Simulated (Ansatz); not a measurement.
The structure below was relaxed with PBEsol, PAW, 420 eV (Ansatz, a program for electronic structure; scalar-relativistic without spin-orbit coupling).

```yaml
crystal:
  lattice:
    - [0.00000, 3.09430, 3.09430]
    - [3.09430, 0.00000, 3.09430]
    - [3.09430, 3.09430, 0.00000]
  atoms:
    - { symbol: Zr, position: [0.00000, 0.00000, 0.00000] }
    - { symbol: S, position: [0.25000, 0.25000, 0.25000] }
    - { symbol: S, position: [0.75000, 0.75000, 0.75000] }
```

Find the space group and the Wyckoff positions.

Space group Fm-3m (No. 225); a = 6.1886 Å, b = 6.1886 Å, c = 6.1886 Å, α = 90.00°, β = 90.00°, γ = 90.00°

```csv
atom,site,symmetry,x,y,z
Zr,4a,m-3m,0.0000,0.0000,0.0000
S,8c,-43m,0.2500,0.2500,0.2500
```

No phonon test of stability was made. The final runs are not spin-polarised. The cell was made from ZrO2 by this change: O → S; the result is a hypothetical phase, not in the database extracts checked.
